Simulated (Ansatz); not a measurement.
For CsCl-type PdIn, PBE+SOC (plane waves, PAW; Ansatz, an electronic-structure program) gives:

```
Item                              Value
------------------------------  -------
equilibrium lattice constant a  3.305 Å
bulk modulus B0                 110 GPa
```

**Question.** What does PBE0 in Ansatz (PAW) give for the same quantities?

**Answer.** 
- lattice constant a: 3.268 Å (falls by 1.1 %)
- bulk modulus: 128 GPa (increases by 16 %)

Changes are worked out from the printed values.

Unless a cell is named, each level is at its own relaxed cell (PBE+SOC 18.04, PBE0 17.45 Å³/atom).

The crystal itself was run without spin with PBE0; a magnetic state was not tried in these runs.

Ansatz's density-functional and Hartree–Fock values are scalar-relativistic unless marked +SOC, with PAW data made under PBE.
